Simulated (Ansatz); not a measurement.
Structure of amorphous Hf18O41Ta2 (periodic cell):

```xyz
61
Lattice="9.0597 -0.0115 0.0767 -0.0115 9.2314 -0.1639 0.0767 -0.1639 9.4620" Properties=species:S:1:pos:R:3 pbc="T T T"
Hf     3.8775     0.7288     6.9085
Hf     7.9493     6.0068     7.7126
Hf     2.2572     6.7948     7.1589
Hf     4.3784     5.0847     0.9662
Hf     5.0381     4.0805     7.3533
Hf     5.8064     7.9057     9.0912
Hf     6.2075     4.4637     3.7920
Hf     4.7164     0.9341     3.1113
Hf     7.8075     0.1476     2.2659
Hf     0.4799     4.6183     4.9861
Hf     2.4839     8.2669     1.2184
Hf     3.8741     6.6675     4.3043
Hf     1.9061     3.7480     8.3964
Hf     7.2300     3.3826     0.2746
Hf     8.5197     6.1955     1.7915
Hf     0.5300     0.2106     8.3889
Hf     7.2825     7.8814     5.0614
Hf     1.3451     2.2361     1.7705
O      7.5839     7.6980     0.5843
O      5.9658     5.7966     8.4940
O      7.2214     3.8257     7.5493
O      3.7237     7.8312     6.1104
O      3.5517     8.1783     3.0760
O      8.0799     5.9847     5.6910
O      2.4939     3.9974     0.8934
O      4.1668     5.2098     2.9279
O      0.5905     2.8389     6.2024
O      5.6403     1.8786     6.4600
O      2.0467     5.9913     5.1003
O      8.1943     2.2403     1.6972
O      8.6343     4.8787     0.0916
O      3.3826     5.2824     8.1210
O      5.3066     3.3104     9.3842
O      8.3099     7.7313     3.2315
O      6.4739     4.9222     1.6818
O      1.8006     0.5748     6.7731
O      0.3335     7.5280     7.4940
O      1.5041     3.1428     3.8044
O      0.8823     5.1000     7.2087
O      5.9155     6.7110     4.2217
O      4.9856     4.7116     5.5010
O      7.8812     1.4709     8.3740
O      0.6077     0.8095     3.4037
O      1.3576     6.6941     1.5304
O      6.8419     7.7827     7.1547
O      4.2024     7.1383     0.6728
O      5.3856     2.7598     3.1513
O      1.2617     2.0230     9.1392
O      6.4100     0.2001     4.0837
O      7.5319     3.3021     4.9594
O      3.3703     2.7598     7.4045
O      2.4140     8.2537     8.6276
O      0.5893     0.1400     1.0058
O      8.4843     0.5244     5.8453
O      5.9001     0.2604     1.5073
O      3.2994     1.2145     4.8070
O      2.9926     1.0966     1.8456
O      8.4762     4.9600     3.3379
O      4.8541     0.1758     8.4741
Ta     1.3761     1.4915     4.9671
Ta     7.5100     2.1003     6.4550
```

The numbers are results of PBE, scalar-relativistic without spin-orbit coupling (plane waves to 420 eV, PAW; Ansatz, a first-principles code), not measurements.

It comes from a melt-quench run on a machine-learned potential (CHGNet), relaxed afterwards by DFT. O atoms were pushed apart under 1.9 Å during the dynamics, to hinder bonds among them. The hot cell started wider than the set density and was brought back towards it in steps. It is the lowest in DFT energy of 2 quenches. It is a model cell: composition and starting density were chosen by hand, and all elements were melted together. No dispersion term was used. Its density started from a set value of 8.88 and ended at 8.88 g/cm³. The simulated quench (nominally 300 K/ps over its main leg) is rapid and tends to freeze in more defects than a deposited or slowly cooled glass has. Values belong to this one cell and scatter from quench to quench. The volume was held where the preparation left it and the shape relaxed, at a PBE pressure of -2.6 GPa (tension). Stress components on the final sampling reach 2.6 GPa.

Bonds are counted up to Hf-Hf 3.34 Å, Hf-O 2.92 Å, Hf-Ta 3.23 Å, O-O 1.58 Å, O-Ta 2.60 Å, Ta-Ta 3.12 Å. Two cations that share two anions don't count as bonded, nor two that share one unless they lie closer than Hf-Hf 3.25 Å, Hf-Ta 3.15 Å, Ta-Ta 3.04 Å.

Task: Give the coordination numbers, mean bond lengths and angles.

Result: 
The mean coordination of Hf by anions is 6.56 (9 with 6, 8 with 7, 1 with 8). The mean coordination of O is 3.17 (3 with 2, 28 with 3, 10 with 4) and the mean coordination of Ta by anions is 6.00 (2 with 6). The mean Hf-O bond is 2.180 Å (spread 0.169 Å, 118 counted), the mean O-Ta bond is 2.030 Å (spread 0.134 Å, 12 counted) and the bond angle at Hf is mean 102.2°, spread 30.1°. The bond angle at O comes out as mean 114.4°, spread 18.1°. The bond angle at Ta is mean 103.1°, spread 28.4°.

Task: List the pairs of like atoms that count as bonded by the rules above.

Result: There are none by these rules.
